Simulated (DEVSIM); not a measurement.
Device: double heterostructure, In0.53Ga0.47As between p- and n-type InP, at 300 K.

| layer (left to right) | material | thickness (μm) | Nd (cm⁻³) | Na (cm⁻³) | τn (s) | τp (s) |
|---|---|---|---|---|---|---|
| 1 | InP | 0.640 | - | 3.1e17 | 7.6e-10 | 7.6e-10 |
| 2 | In0.53Ga0.47As | 0.140 | 3.3e14 | - | 7.6e-10 | 7.6e-10 |
| 3 | InP | 0.290 | 1.2e17 | - | 7.6e-10 | 7.6e-10 |

Left contact: ohmic. Right contact: ohmic. Voltage is applied to the left contact. Recombination: SRH at mid-gap, radiative. Mobility is μmin + (μ − μmin)/(1 + (N/Nref)^α).

The device is made up for the run: typed textbook-type constants, with dimensions and the other settings drawn at random. Values at 300 K. The table also holds parameters that only a changed run uses.

| parameter | InP | In0.53Ga0.47As |
|---|---|---|
| gap (eV) | 1.344 | 0.74 |
| affinity (eV) | 4.38 | 4.51 |
| permittivity | 12.5 | 13.9 |
| Nc (cm⁻³) | 5.7e17 | 2.1e17 |
| Nv (cm⁻³) | 1.1e19 | 7.7e18 |
| μn (cm²/Vs) | 5200 | 12000 |
| μp (cm²/Vs) | 170 | 300 |
| μn,min | 400 | 300 |
| μp,min | 10 | 10 |
| Nref,n | 3e17 | 1.3e17 |
| Nref,p | 4.9e17 | 4.9e17 |
| αn | 0.47 | 0.48 |
| αp | 0.62 | 0.4 |
| B (cm³/s) | 1.2e-10 | 9.6e-11 |
| Cn (cm⁶/s) | 9e-31 | 5e-29 |
| Cp (cm⁶/s) | 9e-31 | 5e-29 |

DEVSIM, 1D drift-diffusion, Boltzmann statistics, complete ionisation; no tunnelling, impact ionisation, image-force lowering or self-heating. Band offsets follow the typed affinities; no thermionic-emission limit at abrupt steps, no polarisation charge.

Base results: dark forward voltage at 100 A/cm² (V) 0.782; dark forward voltage at 1 A/cm² (V) 0.455; potential step across the device at zero bias (V) 1.211.

**Question.** What follows from this one change: doping Nd of layer 3 1.2e+17 → 1.2e+16 cm^-3?

**Answer.** dark forward voltage at 100 A/cm² little changed (0.781 V); dark forward voltage at 1 A/cm² 0.455 → 0.445 V; potential step across the device at zero bias 1.211 → 1.152 V.

**Question.** What follows from this one change: doping Na of layer 1 3.1e+17 → 9.3e+15 cm^-3?

**Answer.** dark forward voltage at 100 A/cm² 0.782 → 0.921 V; dark forward voltage at 1 A/cm² 0.455 → 0.598 V; potential step across the device at zero bias 1.211 → 1.121 V.

**Question.** What follows from this one change: constant mobility in place of the doping-dependent one?

**Answer.** dark forward voltage at 100 A/cm² 0.782 → 0.765 V; dark forward voltage at 1 A/cm² 0.455 → 0.443 V; potential step across the device at zero bias little changed (1.211 V).
